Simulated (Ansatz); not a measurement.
Take BeS in the zinc blende structure (space group F-43m, No. 216; a = 4.876 Å) as the base.

Level of theory: plane-wave PAW DFT at the PBE level (Ansatz, a first-principles code, 420 eV), no spin-orbit coupling, earlier PAW set.

Base values:

* **Gap character**: indirect, Γ → X
* **Smallest direct gap**: 5.61 eV

The change: every lattice vector is shortened by 5.34 %; the atoms relax in the strained cell.

What happens to the gap character and smallest direct gap?

The gap character stays indirect, Γ → X; the smallest direct gap drops by 0.079 eV to 5.54 eV.

Stability against distortions was not tested.
